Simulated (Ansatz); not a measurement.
Amorphous Si$_{24}$O$_{48}$Cu, 73 atoms at 2.27 g/cm³, one PBE-relaxed geometry, zone centre. Methods: PBE, scalar-relativistic without spin-orbit coupling (Ansatz, a quantum-chemistry and plane-wave program); r2SCAN, scalar-relativistic without spin-orbit coupling (Ansatz); HSE06, scalar-relativistic without spin-orbit coupling (Ansatz). Plane waves to 420 eV (r2SCAN 500 eV); exact exchange is cut at the cell's faces. In the spin-polarised cell the level spacing at the Fermi energy can part levels of unlike spin. At PBE the levels at both edges of the gap are localised (band-tail or defect states), and the nearest spread-out levels lie 5.5 eV apart at the zone centre.

Preparation: random packing, a CHGNet melt and quench, and a DFT relaxation. O atoms were pushed apart under 1.9 Å during the dynamics, to hinder bonds among them. The hot cell started wider than the set density and was brought back towards it in steps. It is the lowest in DFT energy of 2 quenches. It is a model cell: composition and starting density were chosen by hand, and all elements were melted together. No dispersion term was used. Its density started from a set value of 2.27 and ended at 2.27 g/cm³. The simulated quench (nominally 480 K/ps over its main leg) is rapid and tends to freeze in more defects than a deposited or slowly cooled glass has. A cell of this size samples the disorder only roughly. The volume was held where the preparation left it and the shape relaxed, at a PBE pressure of -1.1 GPa (tension). Stress components on the final sampling reach 1.3 GPa. Cycles of charging lowered its energy after that relaxation.

The relaxation ran on the zone centre alone. At PBE the level spacing at the Fermi energy is 0.59 eV on a 2×2×2 Γ-centred mesh, and the spacing at the zone centre alone 0.65 eV.

What zone-centre spacing does r2SCAN give, roughly?

1.16 eV (+0.51 eV against PBE).

What zone-centre spacing does HSE06 give, roughly?

1.72 eV (+1.06 eV against PBE).

The highest filled and the lowest empty state spread over these numbers of atoms (participation numbers): PBE: 3.1 and 3.6; r2SCAN: 2.9 and 3.8; HSE06: 3.3 and 4.4.
